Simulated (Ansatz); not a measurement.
Output of an Ansatz run (abridged):

```
WARN ansatz: RAYON_NUM_THREADS=1 ignored (pool sized by the plan → 1); use --threads N
Pseudopotentials: kind: paw
Pseudopotential: Sc, paw, valence charge 11
Pseudopotential: Ge, paw, valence charge 14
Crystal: 4 atoms, lattice volume = 77.142 Å³
Basis set: ecut = 420.4159175005146 eV, 1507 PW (Γ), exchange–correlation on 80×80×54 points (8 copies of the dense FFT grid, shifted against one another)
Bands: 30, of which v1, the nominal top of the filled ones, is band 25 counted from 1 (24 counted from 0)
Symmetry: 2 space group operations
Space group: Cm (ITA 8), of the structure as read, at distance tolerance 4.3e-5 Å
k-points: 100 of 343 (time reversal used)
PAW frozen core: Sc, regenerated for the run's functional, and the local potential with it
PAW frozen core: Ge, regenerated for the run's functional, and the local potential with it
Initial density: superposition of atomic densities (neutral atoms: chi_scale 0, normalization atom), corrected by the library's trained network
Initial wavefunctions: pseudopotential atomic-orbital guess
Eigensolver: davidson
Functional: x = pbesol(κ = 0.804, μ = 0.12345679012345678), c = pbesol(β = 0.046)
SCF iter   1: F=—  HF=-12733.336567 eV  |F-HF|=—  |Δ(HF+E_count)|=         —  Δρ=3.78e-3  dr2=8.65e-3  ethr=1.77e-3  ⟨swp⟩=5.1  Hψ=11771  notcnv=0
all-band conjugate gradients solve this SCF's bands
preconditioner: auto → Kerker (q_TF=auto, 2.538 Å⁻¹)
SCF iter   2: F=—  HF=-12733.333789 eV  |F-HF|=—  |Δ(HF+E_count)|=   2.78e-3  Δρ=1.62e-3  dr2=1.67e-3  ethr=1.73e-5  ⟨swp⟩=2.7  Hψ=6304  notcnv=0
SCF iter   3: F=—  HF=-12733.333637 eV  |F-HF|=—  |Δ(HF+E_count)|=   1.52e-4  Δρ=6.43e-4  dr2=3.29e-4  ethr=3.33e-6  ⟨swp⟩=2.7  Hψ=4985  notcnv=0
SCF iter   4: F=—  HF=-12733.333627 eV  |F-HF|=—  |Δ(HF+E_count)|=   9.75e-6  Δρ=2.16e-4  dr2=4.67e-5  ethr=6.58e-7  ⟨swp⟩=2.0  Hψ=4628  notcnv=0
SCF iter   5: F=—  HF=-12733.333615 eV  |F-HF|=—  |Δ(HF+E_count)|=   1.23e-5  Δρ=6.29e-5  dr2=4.05e-6  ethr=9.34e-8  ⟨swp⟩=2.0  Hψ=4644  notcnv=0
SCF iter   6: F=—  HF=-12733.333614 eV  |F-HF|=—  |Δ(HF+E_count)|=   4.78e-7  Δρ=1.49e-5  dr2=2.72e-7  ethr=8.10e-9  ⟨swp⟩=2.0  Hψ=3657  notcnv=0
SCF iter   7: F=-12733.333614 eV  HF=-12733.333614 eV  |F-HF|=7.73e-9  |Δ(HF+E_count)|=   5.72e-8  Δρ=3.75e-6  dr2=1.18e-8  ethr=2.00e-10  ⟨swp⟩=5.9  Hψ=10314  notcnv=0
SCF 1 converged in 7 iterations: F = -12733.333614 eV  dr2 = 1.18e-8
SCF converged after 7 iterations
Free energy (F): -12733.333614 eV
Harris-Foulkes:  -12733.333614 eV  (|F-HF|=7.73e-9)
Internal energy: -12733.322629 eV  (E = F + TS)
E sigma→0 (E₀):  -12733.328122 eV
Entropy (-TS):   -0.010985 eV (-2.746 meV/atom)
Fermi energy:    11.389365 eV
--- Per-component energies (eV) ---
  E_band       = -502.782361
  E_kinetic    = 748.955178
  E_local      = -6061.435683  (includes V_loc(G=0)·N_el)
  E_nonlocal   = 1006.998097
  E_hartree    = 2525.968148
  E_xc         = -359.929517
  E_vxc        = -390.948905  (∫ρ·V_xc dr)
  E_paw        = -5822.038326  (= ΣΔE_a)
  E_vpaw       = -858.283533  (= ΣTr[D̂ρ^β])
  E_aug_tail   = 0.000615  (compensation charges beyond the density's cutoff)
  E_ewald      = -4773.935065
  E_core_change = 2.093923  (= ΣΔE_core)
  E_smearing   = -0.010985  (= −TS)
  E_closure    = 0.000000  (closes the sum)
  Σ components = -12733.333614   (vs F -12733.333614, Δ=0.00e0)
--- Forces (eV/Å), atoms counted from 1 ---
  atom   1  Sc     0.00000000    -0.06387975    -0.30896677
  atom   2  Sc     0.00000000     0.07243006     0.05575288
  atom   3  Ge     0.00000000    -0.00456175     0.04473051
  atom   4  Ge     0.00000000    -0.00399025     0.20848401
  max |Σ_I F_I| component: 1.69e-6 eV/Å
--- Stress (GPa, compression-positive) ---
       -3.433831       0.000000       0.000000
        0.000000      -3.529460      -0.370737
        0.000000      -0.370738      -3.192689
  P = ⅓ Tr σ = -3.3853 GPa (-33.853 kbar)
  The stress holds the Pulay correction. Without it, at fixed plane waves, as pw.x and ABINIT print it: P = -3.4068 GPa
--- Band table (eV; the first three rows and the last of 100) ---
  k-point 0: bands = ["-37.8294", "-37.8015", "-16.6670", "-16.5832", "-16.5586", "-16.5577", "-16.4895", "-16.4782", "-12.9086", "-12.8644", "-12.7957", "-12.7836", "-12.7726", "-12.7517", "-12.7445", "-12.7236", "-12.7035", "-12.6926", "0.0910", [...]
  k-point 1: bands = ["-37.8275", "-37.8022", "-16.6576", "-16.5823", "-16.5664", "-16.5592", "-16.4973", "-16.4933", "-12.9022", "-12.8571", "-12.7923", "-12.7869", "-12.7760", "-12.7556", "-12.7388", "-12.7246", "-12.7030", "-12.6955", "0.3049", [...]
  k-point 2: bands = ["-37.8223", "-37.8047", "-16.6322", "-16.5818", "-16.5795", "-16.5635", "-16.5302", "-16.5180", "-12.8835", "-12.8376", "-12.8000", "-12.7852", "-12.7798", "-12.7675", "-12.7301", "-12.7262", "-12.7023", "-12.7000", "0.9315", [...]
  k-point 99: bands = ["-37.8178", "-37.8118", "-16.6242", "-16.5988", "-16.5755", "-16.5415", "-16.5228", "-16.5001", "-12.9013", "-12.8513", "-12.7931", "-12.7891", "-12.7783", "-12.7562", "-12.7382", "-12.7252", "-12.7027", "-12.6958", "0.7165", [...]
```

The structure:

```
CELL_PARAMETERS angstrom
      2.01086    -5.06599     0.00000
      2.01086     5.06599     0.00000
      0.00000     0.00000     3.78627
ATOMIC_POSITIONS crystal
  Sc 0.86301 0.13699 0.76321
  Sc 0.13699 0.86301 0.25000
  Ge 0.58951 0.41049 0.75000
  Ge 0.41049 0.58951 0.25000
```

What input produced this log?

Other spellings and defaults could give the same log, and not every line can be read from it. The input that was run (DFT, PBEsol, plane waves, default PAW files made with PBE):

Ansatz 0.2 input:
```yaml
# ScGe
crystal:
  lattice:
    - [2.01086000, -5.06598800, 0.00000000]
    - [2.01086000, 5.06598800, 0.00000000]
    - [0.00000000, 0.00000000, 3.78627500]
  atoms:
    - { symbol: Sc, position: [0.86301000, 0.13699000, 0.76320600] }
    - { symbol: Sc, position: [0.13699000, 0.86301000, 0.25000000] }
    - { symbol: Ge, position: [0.58951000, 0.41049000, 0.75000000] }
    - { symbol: Ge, position: [0.41049000, 0.58951000, 0.25000000] }
basis:
  ecutwfc: 30.9 Ry
kpoints:
  mp_grid: { grid: [7, 7, 7] }
hamiltonian:
  xc: pbesol
  pseudopotentials: { kind: paw }
scf:
  occupations: { method: gaussian, width: 0.0073 Ry }
output:
  forces: true
  eigenvalues: true
  stress: true
```

The starting cell comes from a database of computed structures (which also holds hypothetical and non-ambient phases and stackings), without a prior relaxation at this level. Its lattice was rescaled by up to half a per cent. One atom was moved a little off its site on purpose. With a pressure of about -3 GPa the cell is away from its equilibrium volume at this level. Ansatz's pressure includes its estimate of the finite-basis (Pulay) stress.

Ansatz is a first-principles code.
